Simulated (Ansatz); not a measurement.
A user runs Ansatz (a quantum-chemistry and plane-wave program) on Rb2LiSbF6 (Fm-3m, 10 atoms in the cell) and asks whether the run is sound. The aim is a self-consistent single point with DFT, r2SCAN, plane waves, default PAW files made with PBE.

Cell that was meant: a = 6.0865 Å, b = 6.0865 Å, c = 6.0865 Å, α = 60.00°, β = 60.00°, γ = 60.00°.

Part of the input:

Ansatz 0.2 input:
```yaml
    - { symbol: F, position: [0.749100, 0.250900, 0.749100] }
    - { symbol: F, position: [0.250900, 0.250900, 0.749100] }
    - { symbol: F, position: [0.749100, 0.749100, 0.250900] }
basis:
  ecutwfc: 18.4 Ry
kpoints:
  mp_grid:
    grid: [4, 4, 4]
```

The program printed (abridged):

```
   [... lines left out ...]
PAW frozen core: F, regenerated for the run's functional
Initial density: superposition of atomic densities (neutral atoms: chi_scale 0, normalization atom), corrected by the library's trained network
Initial wavefunctions: pseudopotential atomic-orbital guess
Eigensolver: davidson
Functional: x = r2scan, c = r2scan; τ floored in thin density (d = 2e-4 eV/Å³)
SCF iter   1: F=—  HF=-18111.912857 eV  |F-HF|=—  |Δ(HF+E_count)|=         —  Δρ=6.67e-2  dr2=1.71e0  dr2_τ=4.91e-1  ethr=1.77e-3  ⟨swp⟩=9.6  Hψ=1777  notcnv=0
all-band conjugate gradients solve this SCF's bands
preconditioner: auto → Resta (q_TF=auto, 2.422 Å⁻¹)
   [... lines left out ...]
SCF iter   5: F=—  HF=-18111.835347 eV  |F-HF|=—  |Δ(HF+E_count)|=   2.33e-5  S|Δr|=    0.00e0  Δρ=1.58e-4  dr2=3.31e-5  dr2_τ=4.17e-6  ethr=3.62e-7  ⟨swp⟩=2.0  Hψ=760  notcnv=0  defer=32
SCF iter   6: F=—  HF=-18111.835356 eV  |F-HF|=—  |Δ(HF+E_count)|=   8.81e-6  S|Δr|=    0.00e0  Δρ=2.20e-5  dr2=4.59e-7  dr2_τ=1.12e-7  ethr=4.25e-8  ⟨swp⟩=2.0  Hψ=664  notcnv=0  defer=32
SCF iter   7: F=-18111.835356 eV  HF=-18111.835356 eV  |F-HF|=2.36e-8  |Δ(HF+E_count)|=   5.73e-7  S|Δr|=    0.00e0  Δρ=4.29e-6  dr2=1.91e-8  dr2_τ=4.77e-9  ethr=1.28e-10  ⟨swp⟩=11.2  Hψ=1784  notcnv=0
SCF 1 converged in 7 iterations: F = -18111.835356 eV  dr2 = 1.91e-8
Stability not checked (fill_not_monotonic)
Free energy (F): -18111.835356 eV
Internal energy: -18111.835356 eV  (E = F + TS)
E sigma→0 (E₀):  -18111.835356 eV
Fermi energy:    7.226020 eV
--- Forces (eV/Å), atoms counted from 1 ---
  atom   1  Rb     0.00000000     0.00000000     0.00000000
  atom   2  Rb     0.00000000    -0.00000000    -0.00000000
  atom   3  Li     0.00000000    -0.00000000     0.00000000
  atom   4  Sb    -0.00000000     0.00000000    -0.00000000
   [... lines left out ...]
  atom  10  F     -0.00000000    -0.00000000    -0.43741748
--- Stress (GPa, compression-positive) ---
       -0.500593      -0.000000       0.000000
       -0.000000      -0.500593       0.000000
       -0.000000      -0.000000      -0.500593
  P = ⅓ Tr σ = -0.5006 GPa (-5.006 kbar)
  The stress holds the Pulay correction. Without it, at fixed plane waves, as pw.x and ABINIT print it: P = -86.3306 GPa
```

Is anything amiss in this input, and did it matter?

The run is not sound. The fault is a basis or grid far too coarse for these potentials. Far below the cutoff that the potentials were made for, the basis cannot represent the orbitals near the nuclei, and energies, forces and above all the stress go wrong. To fix it, restore the cutoff that the potentials need and check convergence. The run converged in 7 iterations without an error; against the sound input the free energy rises by 1.74 eV/atom, the pressure goes from 1.56 to -0.50 GPa, the largest force goes from 0.653 to 0.437 eV/Å and the gap on the mesh goes from 4.545 to 4.662 eV. At a fixed set of plane waves, without the program's Pulay estimate, the pressure is -86.33 GPa against 1.47 GPa.

The sound input it was made from differs as follows (other fixes are possible):
```diff
-basis:
-  ecutwfc: 18.4 Ry
```

With that input, the run converged in 7 iterations: free energy E − TS (on the zero of these files) -18129.2765 eV; top of the valence band (on the code's own zero) 5.05 eV; gap on the k-point mesh 4.54 eV; pressure 1.56 GPa; largest force (vector length) 0.653 eV/Å (DFT, r2SCAN, plane waves, default PAW files made with PBE).

On the sound input: the starting cell was generated: these elements placed on a structure prototype, without a prior relaxation; it need not be a known phase or ordering of this composition. Its lattice was rescaled by a random factor within 2.5 % of one. Spin-orbit coupling is off. Ansatz's pressure includes its estimate of the finite-basis (Pulay) stress.
